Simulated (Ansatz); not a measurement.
## Defect calculation: P_Ir in fcc Ir

Method: PBE, PAW (plane waves to 420 eV; Ansatz, a first-principles code). Cell and caveats: 32-site cell; 6×6×6 shifted k-points; start: the Ir site; no spin–orbit coupling; energies good to tenths of an eV; the relaxation kept the symmetry of the starting site.

Neighbours after relaxation, in Å: of the P atom: Ir 2.74, Ir 2.74, Ir 2.74, Ir 2.74, Ir 2.74, Ir 2.74, Ir 2.74, Ir 2.74 (the shell may go on).

Formation energies E_f are those of the neutral cell. Chemical conditions: host crystal and elements as references (Δμ(Ir) = 0.00 eV, Δμ(P) = 0.00 eV; P taken from its element, since no compound that bounds it was computed at this level; only phases computed here count, gases as isolated molecules at 0 K). Reference phases: Ir: fcc Ir, P: black phosphorus.

| charge | moment (μB) | point group | largest move off a lattice site (Å) | E_f, host crystal and elements as references (eV) |
|---|---|---|---|---|
| 0 | not spin-polarised | Oh | 0.01 | 1.37 |

Point groups are those of the whole cell at tolerances of 0.03 and 0.1 Å ("near" where only the looser one holds); none is given for unsettled states.

All states together cost about 4 core-minutes (a rough figure).
